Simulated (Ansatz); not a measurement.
## The (21-30) surface of hcp Mg in its 1x1 cell, outermost plane spacing 0.35 Å in the ideal cut

Level of theory: PBE (plane waves to 420 eV, PAW; Ansatz, a program for electronic structure).

Slab: 22 atoms, 10.8 Å thick at the start; k 7x5x1, smearing 0.1 eV, dipole-corrected; all atoms relaxed; symmetry of the start imposed; no spin, no spin-orbit, no U.

```yaml
surface energy (mean of both faces): 0.70 J/m^2
surface_energy_before_relaxation: 0.71 J/m²
work_function_of_the_top_face: 3.47 eV
energy_released_by_relaxation: 0.078 eV
cost: roughly 8 core-minutes
```
